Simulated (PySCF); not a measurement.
PySCF 2.14.0, WB97X/def2-svp, df: In(Cl)3 ([Cl][In]([Cl])[Cl]), 4 atoms. The geometry is a generated start, not checked to be a minimum at this level.

```yaml
task: energy
method: wb97x
basis: def2-svp
two_electron_scheme: density fitting
mol.max_memory: 3000 MB
mf.max_cycle: 100
mf.init_guess: minao (default)
mf.DIIS: CDIIS (default)
mf.diis_space: 8 (default)
mf.conv_tol: 1e-09 (default)
mf.grids.level: 3 (default)
effective_core_potentials: those of the basis set, past Kr
basis_functions: 80
grid_points: 78520
```

```xyz
4

In     0.0010     0.0011     0.0011
Cl     2.2364    -0.2526    -0.4532
Cl    -0.9164    -0.9998     1.8533
Cl    -1.3210     1.2513    -1.4012
```

One run each on 2 threads, 1 BLAS thread. Values of level_shift (Hartree) tried: 0 (default), 0.1, 0.3, 1.

Predict the course of the Fock builds along this series.

Fewest Fock builds, within one of each other: 0 (default) with 11, 0.1 with 12. The count rises to 25 at 1. All converge to one solution.

```
level_shift (Hartree)  Fock builds            end
---------------------  -----------  -------------
0 (default)                     11  same solution
0.1                             12  same solution
0.3                             15  same solution
1                               25  same solution
```
